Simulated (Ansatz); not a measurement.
**Fermi-surface data of Mo under load (space group Im-3m)**

Here is the system:

```yaml
crystal:
  lattice:
    - [-1.56092, 1.56092, 1.56092]
    - [1.56092, -1.56092, 1.56092]
    - [1.56092, 1.56092, -1.56092]
  atoms:
    - { symbol: Mo, position: [0.00000, 0.00000, 0.00000] }
```

Method: PBEsol, rigid bands (plane waves, PAW, scalar-relativistic; Ansatz, a quantum-chemistry and plane-wave program). Condition of this run: hydrostatic pressure 2 GPa (the target of the relaxation). Geometry: cell and atoms relaxed with PBEsol, then loaded as said.

| Item | Value |
|---|---|
| density of states at the Fermi level | 0.582 states/(eV·cell), both spins |
| bare Sommerfeld coefficient | 1.37 mJ/(mol of atoms·K²) |
| Drude plasma energy | 8.9 eV |
| root-mean-square Fermi velocity | 8.9e5 m/s |
| resistivity times τ | 6.2 ×10⁻²² Ω·m·s |
| resistivity times mean free path | 5.9 ×10⁻¹⁶ Ω·m² |

A metal at this level (no band gap); rigid bands, thermally averaged at 300 K, both spins. Spin-orbit coupling is left out. τ is one relaxation time for all states; the product of resistivity and mean free path takes one path for all states instead.
